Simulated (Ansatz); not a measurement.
Take HgS in the zinc blende structure (space group F-43m, No. 216; a = 5.9916 Å) as the base.

Method: PBE, PAW, 420 eV (Ansatz, a first-principles code; no spin-orbit coupling).

Base values:

Pressure: 0.0 GPa
Band gap: zero

Modification: an isotropic linear strain of +2.50 %, atoms relaxed at fixed cell.

Question: How does this affect the pressure, energy relative to the base and band gap?

Answer: The pressure goes from zero to -3.1 GPa; the energy goes up by 22 meV/atom; the band gap is still zero.

The mesh was chosen for an insulator and is coarse for the gapless case. Spin-orbit coupling, missing from the scalar runs, can matter with Hg. No phonon test of stability was made. All final runs are without spin polarisation. The zero or small gap of HgS can change with the level of theory.
